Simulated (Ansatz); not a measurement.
**Cs₂O (R-3m, No. 166)**

The numbers are results of PBE0 in Ansatz (plane waves, PAW), not measurements.

Run with plane-wave cutoff 500 eV, 6×6×6 k mesh, gaussian smearing 0.02 eV, scalar-relativistic PAW data made under PBE.

Cell (relaxed with PBEsol):

Space group R-3m, hexagonal axes (No. 166); a = b = 4.1103 Å, c = 20.7798 Å, α = β = 90.00°, γ = 120.00°

```
atom  site  symmetry       x       y       z
----  ----  --------  ------  ------  ------
Cs      6c        3m  0.0000  0.0000  0.2608
O       3a       -3m  0.0000  0.0000  0.0000
```
(The calculation used a cell of 3 atoms; values per cell refer to that cell.)

| Property | Value |
|---|---|
| band gap | 2.63 eV (on the SCF k mesh) |

Note: cell and atoms aren't relaxed at this level (pressure 0.9 GPa); the cell has widely spaced layers and the level no dispersion term, so their spacing and the moduli can rest on weak binding.

Spin–orbit coupling is not included.

The computed numbers hold no vibrational or temperature effects.

It cost very roughly 2.9 core-minutes of CPU time.

Ansatz is an electronic-structure program.
